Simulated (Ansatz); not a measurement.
```yaml
crystal:
  lattice:
    - [0.03061, 1.79027, 1.79027]
    - [1.79027, 0.03061, 1.79027]
    - [1.82088, 1.82088, 0.00000]
  atoms:
    - { symbol: B, position: [0.00052, 0.00052, 0.99948] }
    - { symbol: N, position: [0.24948, 0.24948, 0.25052] }
```

No spin polarisation.

All numbers come from LDA in Ansatz (plane waves to 420 eV, PAW, without spin-orbit coupling). k-mesh 16×16×16 (Γ-centred); smearing 0.05 eV (Fermi–Dirac).

**Question.** What is the computed valence-band top at Γ (three highest levels, from the VBM)?

**Answer.** 0.00, -0.13, -0.21 eV.

**Question.** What gap character does the calculation give?

**Answer.** Indirect, Γ → X.

The cells carry an imposed strain or load. Whether these cells are dynamically stable was not tested. The cell was made from BN in the zinc blende structure (space group F-43m, No. 216) by this change: tensor shear ε_xy = +1.71 %.

Ansatz is a program for electronic structure.
